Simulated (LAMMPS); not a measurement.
LAMMPS 22 Jul 2025, classical MD, SNAP (Cu_Zuo_JPCA2020.snapcoeff): Cu, 864 atoms.

```yaml
task: MD, nve
potential: SNAP, Cu_Zuo_JPCA2020.snapcoeff Cu_Zuo_JPCA2020.snapparam
copies_of_the_repeat_unit: 6×6×6
shape (slab and sphere leave vacuum in the box): bulk
neighbor_skin: 2 Å
neigh_modify: every 1 delay 0 check yes
newton: on (default)
atom_modify sort (bins of 2 Å where set): 1000 (default)
comm_style: brick (default)
box: 21.7 × 21.7 × 21.7 Å
start: generated fcc lattice, warmed in an untimed run
```

All runs start from one configuration, warmed at this fixed volume for 300 steps under a thermostat at 100 K. The run at the shortest step has a mean temperature of 99.7 K and a mean pressure of 2.8 GPa.

Each run covers about 0.40 ps at constant energy (mean temperature 99.7 K at the shortest step); σ is the standard deviation over the printed steps. One run each, on a shared machine, so no times are given.

Steps tried: 0.5 fs, 1 fs, 2 fs, 2.5 fs, 4 fs, 5 fs, 8 fs, 10 fs, 16 fs, 20 fs, 32 fs.

### Question
What is the longest step at which the total energy fluctuates by under 2 % of the kinetic energy's fluctuation?

### Answer
5 fs.

```tsv
time step	σ(E total)/σ(E kinetic)	last minus first total energy (meV/atom)	mean temperature (K)
0.5 fs	0.00010	under 0.001	99.7
1 fs	0.00040	under 0.001	99.7
2 fs	0.0016	under 0.001	99.6
2.5 fs	0.0025	under 0.001	99.6
4 fs	0.0064	−0.0012	99.5
5 fs	0.0099	−0.0018	99.4
8 fs	0.025	−0.0026	98.8
10 fs	0.039	−0.0012	98.4
16 fs	0.096	+0.033	96.4
20 fs	0.16	+0.11	94.5
32 fs	0.66	+1.2	86.8
```

The bar is a choice.
